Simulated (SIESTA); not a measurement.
SIESTA run on SrPdO3 (Pm-3m, 5 atoms in the cell): self-consistent single point.

Computed with LDA PW92, numerical atomic orbitals DZP, PseudoDojo LDA standard norm-conserving potentials (rewritten from UPF to PSML) (SIESTA).

```
SrPdO3
1.0
    4.12591     0.00000     0.00000
    0.00000     4.12591     0.00000
    0.00000     0.00000     4.12591
Sr Pd O
1 1 3
Cartesian
  0.00000   0.00000   0.00000
  2.06296   2.06296   2.06296
  2.06296   2.06296   0.00000
  0.00000   2.06296   2.06296
  2.06296   0.00000   2.06296
```

Reference input (self-consistent single point, DFT, GGA PBEsol, numerical atomic orbitals DZP, PseudoDojo PBEsol standard norm-conserving potentials (rewritten from UPF to PSML)): XC.functional = GGA; XC.authors = PBEsol; potentials = PseudoDojo PBEsol standard; PAO.BasisSize = DZP; PAO.EnergyShift = 0.01 Ry; MeshCutoff = 300 Ry; kgrid.MonkhorstPack = 6 6 6; OccupationFunction = MP; OccupationMPOrder = 0; ElectronicTemperature = 100 meV; MaxSCFIterations = 150; SCF.Mixer.Method = Pulay. This run's input differs from it in these lines:

```diff
@@ -1,2 +1,2 @@
-# files in the folder: Sr.psml Pd.psml O.psml (PseudoDojo PBEsol standard)
+# files in the folder: Sr.psml Pd.psml O.psml (PseudoDojo LDA standard)
 SystemName  SrPdO3
@@ -26,4 +26,4 @@
 
-XC.functional                GGA
-XC.authors                   PBEsol
+XC.functional                LDA
+XC.authors                   PW92
 PAO.BasisSize                DZP
```

The program printed (abridged):

```
        iscf     Eharris(eV)        E_KS(eV)     FreeEng(eV)     dDmax    Ef(eV) dHmax(eV)
   scf:    1    -5896.434861    -5933.303208    -5933.316252  1.459691 -5.262839 19.470540
   scf:    2    -5949.677827    -5948.184179    -5948.225859  0.495827 -6.778215  2.078681
   scf:    3    -5948.292780    -5948.256314    -5948.298357  0.031474 -6.730096  1.515498
   scf:    4    -5948.302965    -5948.301013    -5948.340335  0.089369 -6.648049  0.836282
   scf:    5    -5948.233979    -5948.270300    -5948.310077  0.005367 -6.661053  1.266114
   [... 3 lines left out ...]
   scf:    9    -5948.322366    -5948.322390    -5948.361525  0.000141 -6.591476  0.039936
   scf:   10    -5948.322466    -5948.322438    -5948.361572  0.000331 -6.590137  0.012710
   scf:   11    -5948.322444    -5948.322443    -5948.361577  0.000150 -6.589659  0.000770
   scf:   12    -5948.322443    -5948.322443    -5948.361577  0.000006 -6.589652  0.000508
SCF Convergence by DM+H criterion
max |DM_out - DM_in|         :     0.0000057281
max |H_out - H_in|      (eV) :     0.0005081461
SCF cycle converged after 12 iterations

Using DM_out to compute the final energy and forces

siesta: E_KS(eV) =            -5948.3224

siesta: E_KS - E_eggbox =     -5948.3224

siesta: Atomic forces (eV/Ang):
     1    0.000000    0.000000    0.000000
     2    0.000000    0.000000    0.000000
     3    0.000000    0.000000    0.000000
     4   -0.000000   -0.000000   -0.000000
     5   -0.000000   -0.000000   -0.000000
   Tot    0.000000    0.000000    0.000000
   Max    0.000000
   Res    0.000000    sqrt( Sum f_i^2 / 3N )
   Max    0.000000    constrained

Stress tensor Voigt[x,y,z,yz,xz,xy] (kbar):      165.15      165.15      165.15        0.00        0.00       -0.00
   [... lines left out ...]
siesta: FreeEng =     -5948.361577
   [... lines left out ...]
siesta:     0.103078   -0.000000   -0.000000
siesta:    -0.000000    0.103078   -0.000000
siesta:     0.000000    0.000000    0.103078

siesta: Cell volume =         70.236171 Ang**3

siesta: Pressure (static):
siesta:                Solid            Molecule  Units
siesta:          -0.00112266         -0.00112266  Ry/Bohr**3
siesta:          -0.10307763         -0.10307763  eV/Ang**3
siesta:        -165.14856933       -165.14856949  kBar
```

The run converged in 12 iterations. Against the reference run the pressure goes from -11.70 to -16.51 GPa.

The starting cell comes from a database of computed structures (which also holds hypothetical and non-ambient phases and stackings), without a prior relaxation at this level. Its lattice was rescaled by a random factor within 2.5 % of one. Spin polarisation is off. Values carry the incompleteness of an atom-centred basis. With a pressure of about -17 GPa the cell is away from its equilibrium volume at this level.
